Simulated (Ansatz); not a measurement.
Take Nb in the bcc (W type) structure (space group Im-3m, No. 229; a = 3.311 Å; relaxed with 0.1 eV smearing) as the base.

(Cell as relaxed with PBE.)

Levels (all Ansatz, a first-principles code, PAW, earlier PAW set): PBE (420 eV, no spin-orbit coupling); PBEsol (420 eV, scalar-relativistic without spin-orbit coupling).

Each level relaxes its own structure.

```
base                      PBE    PBEsol
-------------------  --------  --------
volume per atom      18.16 Å³  17.53 Å³
lattice parameter a   3.311 Å   3.273 Å
band gap                 zero      zero
```

Perturbation: an isotropic linear strain of +2.07 %; the atoms relax in the strained cell.

```csv
quantity,PBE,PBEsol
pressure,-9.3 GPa,-9.9 GPa
energy relative to the base (free energy F),+35 meV/atom,+36 meV/atom
```

PBE's pressure lies 0.66 GPa above PBEsol's; PBE's energy relative to the base lies 1.2 meV/atom below PBEsol's. Neither level is exact; PBEsol is the comparison here, not a measurement.

Whether these cells are dynamically stable was not tested. The final runs are not spin-polarised.
